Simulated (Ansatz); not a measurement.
The starting structures come from a database of crystals and need not be the phases stable at ambient conditions.

The decay constant κ of evanescent states in the gap governs leakage through a thin film.

Data:

```xyz
14
Lattice="4.1860 0.0000 0.0000 0.0000 10.3434 0.0000 2.0930 -2.6813 10.4243" Properties=species:S:1:pos:R:3 pbc="T T T"
Rb     0.0000     0.0000     0.0000
Sc     4.1860     7.6323     4.2750
Sc     2.0930     0.0298     6.1493
Sc     4.1860     2.4904    10.4243
Sc     2.0930     3.5714     7.1699
Sc     4.1860     4.0907     3.2545
Te     2.0930     1.1991     8.8553
Te     4.1860     6.4630     1.5691
Te     2.0930     2.8172     1.7642
Te     4.1860     4.8449     8.6601
Te     2.0930     9.4276     3.4413
Te     4.1860    -1.7655     6.9831
Te     2.0930     5.5310     4.9532
Te     4.1860     2.1311     5.4711
```

Space group of this cell: C2/m. The cell is taken as given.

Transport runs along the normal of the first two printed cell vectors.

No gap correction and no spin-orbit coupling; mid-gap values are interpolated between computed energies.

Task: Estimate the band gap and the smallest decay constant κ at mid-gap that r2SCAN run with Ansatz (a first-principles code) returns for this system.

Result: Gap 0.69 eV on a 8×4×8 mesh; κ = 0.122 1/Å, at (0.000, 0.500) of the in-plane reciprocal vectors. At the zone centre, at the nearest computed energy, the slowest state has κ = 0.12 1/Å.
